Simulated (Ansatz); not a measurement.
**Ca(OH)2 (P-3m1, No. 164)**

All values below come from BLYP (Ansatz, a quantum-chemistry and plane-wave program, plane waves, PAW).

Settings: plane-wave cutoff 520 eV, 12×12×8 k mesh (along the axes of the cell as run), Fermi–Dirac smearing 0.01 eV, scalar-relativistic PAW data made under PBE.

Cell: relaxed at this level.

```json
{
 "volume_per_atom": "12.07 Å³/atom",
 "bulk modulus B0": "13.5 GPa",
 "band_gap": "4.00 eV (direct)",
 "equilibrium_lattice_constant_a": "3.656 Å",
 "lattice_parameter_c": "5.212 Å"
}
```

Note: the cell is over a tenth larger than the published one: the level's own overestimate first of all, though another phase or state, or a fault of the published cell, is possible; the relaxation could not lower the start's symmetry, so the cell can be a saddle point above a distorted one; the bulk modulus comes from volumes at which shape and atoms were relaxed.

The computed numbers hold no vibrational or temperature effects.
